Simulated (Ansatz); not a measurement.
We consider GaN (model structure, started from the cinnabar type, P6₂22, No. 180, 6 atoms in the cell), described by PBEsol in Ansatz (PAW).

Numerical settings: plane-wave cutoff 500 eV, 18×18×6 k mesh (along the axes of the cell as run), Fermi–Dirac smearing 0.05 eV, scalar-relativistic PAW data made under PBE.

Cell (relaxed at this level):

```cif
data_Ga3N3
_chemical_formula_sum 'Ga3 N3'
_space_group_name_H-M_alt 'P6222'
_space_group_IT_number 180
_space_group_name_Hall 'P 62 2 (0 0 4)'
_cell_length_a 3.12521
_cell_length_b 3.12521
_cell_length_c 7.35840
_cell_angle_alpha 90.000
_cell_angle_beta 90.000
_cell_angle_gamma 120.000
loop_
_atom_site_label
_atom_site_type_symbol
_atom_site_symmetry_multiplicity
_atom_site_Wyckoff_symbol
_atom_site_fract_x
_atom_site_fract_y
_atom_site_fract_z
_atom_site_occupancy
Ga1 Ga 3 d 0.50000 0.00000 0.50000 1
N1 N 3 c 0.50000 0.00000 0.00000 1
```

Question: Estimate the band gap that the calculation returns.

Answer: 
- band gap = 1.47 eV (on the SCF k mesh)

Note: the relaxation could raise the start's symmetry but not lower it, so the cell can be a saddle point.

Spin–orbit coupling is not included.

The computed numbers hold no vibrational or temperature effects.

It cost roughly 5 core-minutes of CPU time.

A model structure was made by putting elements into a prototype or built by hand; it is no filed structure, need not be a known phase, and can be a saddle point held by its symmetry.

Ansatz is a program for electronic structure.
